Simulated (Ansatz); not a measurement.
# Ba in the fcc (Cu type) structure (space group Fm-3m, No. 225; a cell from a computed database, its experimental status unchecked)

Space group Fm-3m (No. 225); a = 6.155 Å, b = 6.155 Å, c = 6.155 Å, α = 90.00°, β = 90.00°, γ = 90.00°

| atom | site | symmetry | x | y | z |
|---|---|---|---|---|---|
| Ba | 4a | m-3m | 0.0000 | 0.0000 | 0.0000 |
(The calculation used a cell of 1 atom; values per cell refer to that cell.)

The values are results of DFT with PBEsol, PAW potentials and a 420 eV plane-wave cutoff in Ansatz (a first-principles code), no spin-orbit coupling, not measurements. Settings: 13×13×13 k-points, 0.05 eV Fermi–Dirac smearing.

The volume per atom comes out as 58.30 Å³ and the density is 3.91 g/cm³. The band gap is zero and the total energy comes out as -5862.592 eV/atom (σ→0; compares only within this code and set-up).

Stability against distortions was not tested. This is not the structure that Ba has at room temperature and ambient pressure.
